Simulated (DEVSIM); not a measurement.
Device: TaN/AlN/p-Si capacitor, at 300 K.

Layer 1 from the left is AlN, thickness (nm) 3.00. Layer 2 from the left is Si, thickness (nm) 1500, Na (cm⁻³) 1.4e17.

Metal gate on the left, work function 4.4 eV. Fixed charge at the semiconductor interface 1.6e12 cm⁻² (in units of +e); no interface traps.

This is a model device: material constants are rounded textbook-type values typed into the input, and sizes, dopings and lifetimes were drawn at random. Values at 300 K.

AlN: gap (eV) 6.1, affinity (eV) 1.9, permittivity 8.5. Si: gap (eV) 1.124, affinity (eV) 4.05, permittivity 11.7, Nc (cm⁻³) 2.86e19, Nv (cm⁻³) 3.1e19.

### Question
Estimate by hand the flat-band voltage, the threshold voltage, and compare with a numerical solution.

### Answer

- Flat-band voltage: C = 2.51 μF/cm², work-function difference -0.634 V; VFB = φms − qNf/C = -0.74 V; numerical -0.74 V.
- Threshold voltage: φF = 0.423 V, depletion charge √(4εqNφF) = 1.98e-7 C/cm²; VT = VFB + 2φF + Qd/C = 0.19 V; numerical 0.19 V.

Simulated with DEVSIM: 1D Poisson equation in equilibrium, Boltzmann statistics, complete ionisation; no quantum confinement or tunnelling. Metal contacts follow the ideal Schottky-Mott rule: no Fermi-level pinning, no interface dipoles.
